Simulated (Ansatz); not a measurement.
Reference: NbZn₃ (Pm-3m), PBEsol, DFPT electron-phonon coupling, linearised Boltzmann equation (plane waves, PAW, scalar-relativistic; Ansatz, a first-principles code); geometry: relaxed with this functional, without spin-orbit coupling.

Space group Pm-3m (No. 221); a = b = c = 3.8772 Å, α = β = γ = 90.00°

| atom | site | symmetry | x | y | z |
|---|---|---|---|---|---|
| Nb | 1a | m-3m | 0.0000 | 0.0000 | 0.0000 |
| Zn | 3c | 4/mm.m | 0.0000 | 0.5000 | 0.5000 |

| Quantity | Result |
|---|---|
| resistivity at 300 K | 10.9 μΩ·cm |
| mean free path at 300 K | 14.3 nm |

Q: Replace Nb by Ti on the same sites and relax. What happens?

A: TiZn3 (Pm-3m): volume per atom 14.6 to 14.3 Å³; resistivity at 300 K rises (10.9 μΩ·cm to 22 μΩ·cm); mean free path at 300 K falls (14.3 nm to 5.2 nm).

Q: Replace Zn by Ir on the same sites and relax. What happens?

A: NbIr3 (Pm-3m): volume per atom 14.6 to 14.6 Å³; resistivity at 300 K falls (10.9 μΩ·cm to 7.7 μΩ·cm); mean free path at 300 K rises (14.3 nm to 18.9 nm).

Q: Swap Zn for Ru, keeping the structure type. How do these values move?

A: NbRu$_{3}$ (Pm-3m): volume per atom 14.6 to 14.3 Å³; resistivity at 300 K stays about the same (10.9 μΩ·cm to 12.4 μΩ·cm); mean free path at 300 K falls (14.3 nm to 5.0 nm).

Moves up to 14 % count as about the same. Metals; harmonic phonons alone scatter; means over directions. The mean free path is weighted by the current that each state carries. Halving the electron mesh moves these values by up to 9 %; q meshes are mostly untested. Spin-orbit coupling is left out.

Formula and space group known from diffraction (Crystallography Open Database), not checked to be the room-temperature form: NbIr3 (Pm-3m), NbZn3 (Pm-3m), TiZn3 (Pm-3m). Computed structure with no diffraction record at hand here (it may be known, metastable or hypothetical): NbRu3 (Pm-3m). The missing spin-orbit coupling matters most for NbIr3 (Pm-3m).
